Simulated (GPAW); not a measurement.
Worked example: self-consistent single point of BaGaSi (P1, 3 atoms in the cell) in GPAW.

Computed with PBEsol, GPAW PAW datasets PBEsol (made by gpaw-setup) (plane waves; GPAW).

The change in words: atoms moved at random. Reference geometry:
```
BaGaSi
1.0
    4.28357     0.00000     0.00000
   -2.14178     3.70968     0.00000
    0.00000     0.00000     5.23811
Ba Ga Si
1 1 1
Direct
  0.00000   0.00000   0.00000
  0.33333   0.66667   0.50000
  0.66667   0.33333   0.50000
```

Reference input (self-consistent single point, DFT PBEsol, plane waves, GPAW PAW datasets PBEsol (made by gpaw-setup)): mode = pw; ecut = 550 eV; xc = PBEsol; kpts = 7 7 5; mesh shift (steps) = 0 0 0; occupations.name = fermi-dirac; occupations.width = 0.1 eV; nbands = -7; convergence.forces = 0.001 eV/Å; symmetry.symmorphic = false; symmetry.tolerance = 0.0005; maxiter = 100. This run's input differs from it in these lines:

```diff
@@ -8,5 +8,5 @@
                     [0.000000, 0.000000, 5.238107]],
-              scaled_positions=[[0.000000, 0.000000, 0.000000],
-                                [0.333333, 0.666667, 0.500000],
-                                [0.666667, 0.333333, 0.500000]],
+              scaled_positions=[[0.000179, 0.000459, -0.004173],
+                                [0.315393, 0.651045, 0.492534],
+                                [0.684428, 0.348496, 0.511640]],
               pbc=True)
```

The program printed (abridged):

```
     iter     time        total  log10-change:
                         energy   eigst   dens  force
iter:   1 --:--:--   -12.666455
iter:   2 --:--:--   -12.669124   -1.57  -1.04
iter:   3 --:--:--   -12.493146   -1.93  -1.07
iter:   4 --:--:--   -12.526433   -2.28  -1.31
iter:   5 --:--:--   -12.478992   -2.73  -1.46
iter:   6 --:--:--   -12.479748   -4.23  -2.06
iter:   7 --:--:--   -12.482513c  -3.52  -2.16
iter:   8 --:--:--   -12.478371c  -3.81  -2.20
iter:   9 --:--:--   -12.478369c  -5.28  -3.14
iter:  10 --:--:--   -12.478387c  -6.20  -3.12
iter:  11 --:--:--   -12.478390c  -6.38  -3.20
iter:  12 --:--:--   -12.478363c  -5.82  -3.28
iter:  13 --:--:--   -12.478368c  -6.63  -3.34
iter:  14 --:--:--   -12.478375c  -6.28  -3.43
iter:  15 --:--:--   -12.478374c  -7.92c -3.83
iter:  16 --:--:--   -12.478373c  -7.37  -3.89
iter:  17 --:--:--   -12.478373c  -8.25c -4.21c
iter:  18 --:--:--   -12.478372c  -8.41c -4.23c -2.84
iter:  19 --:--:--   -12.478372c  -9.30c -4.32c -2.96
iter:  20 --:--:--   -12.478372c  -8.62c -4.34c -2.92
iter:  21 --:--:--   -12.478372c  -9.79c -4.58c -3.73c
Converged after 21 iterations.

Dipole moment: (-0.020863, -0.049314, 1.254695) |e|*Ang

Energy contributions relative to reference atoms: (reference = -281906.860131)

Kinetic:        +16.642359
Potential:      -11.911514
External:        +0.000000
XC:             -17.131764
Entropy (-ST):   -0.051059
Local:           -0.051924
SIC:             +0.000000
--------------------------
Free energy:    -12.503901
Extrapolated:   -12.478372

Showing only first 2 kpts
 Kpt  Band  Eigenvalues  Occupancy
  0     6      5.19054    2.00000
  0     7      5.89141    1.99647
  0     8      6.18615    1.93478
  0     9      6.53039    0.97379

  1     6      5.27990    1.99999
  1     7      6.00427    1.98912
  1     8      6.59714    0.65480
  1     9      7.11238    0.00562

Fermi level: 6.52514

No gap
No difference between direct/indirect transitions
Energy (eV): -12.478372

Forces in eV/Ang:
  0 Ba   -0.00216   -0.00872    0.09708
  1 Ga    0.93408    0.92719   -0.05527
  2 Si   -0.93197   -0.91855   -0.04291

Stress tensor:
     0.001271    -0.006954     0.000812
    -0.006954     0.014396     0.000650
     0.000812     0.000650     0.020547
Stress (GPa, Voigt): [ 0.2036  2.3064  3.2919  0.1041  0.1301 -1.1141]
```

The run converged in 21 iterations. GPAW prints stress with tension positive. Against the reference run the free energy goes up by 30.9 meV/atom, the pressure goes from -2.37 to -1.93 GPa and the largest force goes from 0.000 to 1.317 eV/Å.

The starting cell comes from a database of computed structures (which also holds hypothetical and non-ambient phases and stackings), without a prior relaxation at this level. Its lattice was rescaled by a random factor within 2.5 % of one. For this run, on top of that: atoms moved at random. Forces in this geometry exceed 1 eV/Å.

Cost on one core of a shared machine: roughly 60 s.
